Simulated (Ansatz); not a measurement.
What isotropic strain −1.00 % does to CdTe

Base system: CdTe in the zinc blende structure (space group F-43m, No. 216; a = 6.558 Å).

Now apply this change: every lattice vector is shortened by 1.00 %, atoms relaxed at fixed cell.

The values are results of r2SCAN (Ansatz, an electronic-structure program, PAW, spin-orbit coupling left out), not measurements. Settings: 9×9×9 k-points, 0.05 eV Fermi–Dirac smearing.

```csv
quantity,base,changed,shift
volume per atom,35.25 Å³,34.20 Å³,-1.05 Å³
space group,F-43m (No. 216),F-43m (No. 216),–
shortest interatomic distance,5.366 bohr,5.312 bohr,-0.054 bohr
energy relative to the base (free energy F),0 meV/atom,+4.1 meV/atom,+4.1 meV/atom
pressure,0.00 GPa,1.30 GPa,+1.30 GPa
band gap,1.17 eV,1.26 eV,+0.097 eV
gap character,direct at Γ,direct at Γ,–
mean gap deformation potential ΔEg/Δln V,–,-3.2 eV,–
width of the top valence band,2.09 eV,2.21 eV,+0.126 eV
electron mass,0.090 mₑ (at Γ),0.094 mₑ (at Γ),–
"hole mass (degenerate bands, along [100])","0.092, 0.55, 0.55 mₑ (at Γ)","0.096, 0.52, 0.52 mₑ (at Γ)",–
"valley order (the lowest conduction-band minima on the path, energy above the VBM, named in the base's zone)",Γ 1.17 eV; L along ⟨111⟩ 2.20 eV,Γ 1.26 eV; L along ⟨111⟩ 2.24 eV,–
```

Cost of the whole job for the changed cell (relaxation, final SCF and bands): around 50 core-seconds (rough).

With Te present, leaving out spin-orbit coupling can change the band edges. Effective masses come from finite differences of ±0.01 Å⁻¹. Whether these cells are dynamically stable was not tested.
